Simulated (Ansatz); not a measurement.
**Ba4As2O: carrier doping**

Start from Ba₄As₂O (space group I4/mmm, No. 139; a = 5.100 Å, c = 17.085 Å; a cell from a computed database, its experimental status unchecked).

Carriers are added at fixed cell with a uniform background; the Fermi–Dirac width is that of 300 K.

Level of theory: Ansatz (an electronic-structure program) PBEsol, no spin-orbit coupling.

Notes on the quantities. Fermi level from band edge: Fermi level relative to the doped band's edge (positive inside the band; to 0.05 eV).

| change | largest internal atomic displacement | Fermi level from band edge | gap between the host's bands |
|---|---|---|---|
| undoped | – | – | 0.56 eV |
| electrons 2.0×10^21 cm⁻³ | 0.013 Å | ___ | 0.56 eV |
| electrons 5.0×10^21 cm⁻³ | ___ | ___ | 0.57 eV |
| holes 2.0×10^21 cm⁻³ | 0.015 Å | +0.25 eV | 0.69 eV |
| holes 5.0×10^21 cm⁻³ | ___ | +0.40 eV | 0.89 eV |

Problem. What belongs in the blanks?

Solution. 
- electrons 2.0×10^21 cm⁻³, Fermi level from band edge: +0.75 eV
- electrons 5.0×10^21 cm⁻³, largest internal atomic displacement: 0.011 Å
- electrons 5.0×10^21 cm⁻³, Fermi level from band edge: +1.00 eV
- holes 5.0×10^21 cm⁻³, largest internal atomic displacement: 0.039 Å

Carriers are added with a uniform compensating background; total energy and stress of such cells depend on the potential's zero and are not compared; many-body gap narrowing is missing at this level. No phonon test of stability was made.
